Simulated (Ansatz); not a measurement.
BAs under load (space group I-4m2): band-edge transport data

Given:

```xyz
2
Lattice="0.0000 2.5019 2.3213 2.5019 0.0000 2.3213 2.5019 2.5019 0.0000" Properties=species:S:1:pos:R:3 pbc="T T T"
B      0.0000     0.0000     0.0000
As     1.2509     1.2509     1.1606
```

Computed with r2SCAN with spin-orbit coupling, rigid bands (plane waves, PAW; Ansatz, a quantum-chemistry and plane-wave program). Condition of this run: biaxial stress in (001) of -12.8 GPa (compression positive) (the target of the relaxation). Cell: cell and atoms relaxed with PBEsol, then loaded as said.

```yaml
band_gap: 0.33 eV
electron conductivity mass (300 K, dilute): 0.22 (x), 0.22 (y), 0.99 (z) mₑ
hole conductivity mass (300 K, dilute): 0.22 mₑ
effective density of states N_c (300 K): 1.1e19 cm⁻³
effective density of states N_v (300 K): 2.5e18 cm⁻³
density_of_states_mass_electrons: 0.59 mₑ
density_of_states_mass_holes: 0.21 mₑ
Seebeck coefficient, n-type 1e19 cm⁻³, 300 K: -230 μV/K
best n-type power factor at 300 K for τ = 10 fs (best axis; densities from 1e16 to 1e21 cm⁻³ tried, whether or not they can be reached): 8.0 μW/(cm·K²) at 3e19 cm⁻³
Seebeck coefficient, p-type 1e19 cm⁻³, 300 K: 122 μV/K
```

Rigid bands; masses and Seebeck coefficients take one relaxation time τ for all states and one kind of carrier; polarons and phonon drag are left out. Geometry: cell and atoms relaxed with PBEsol.
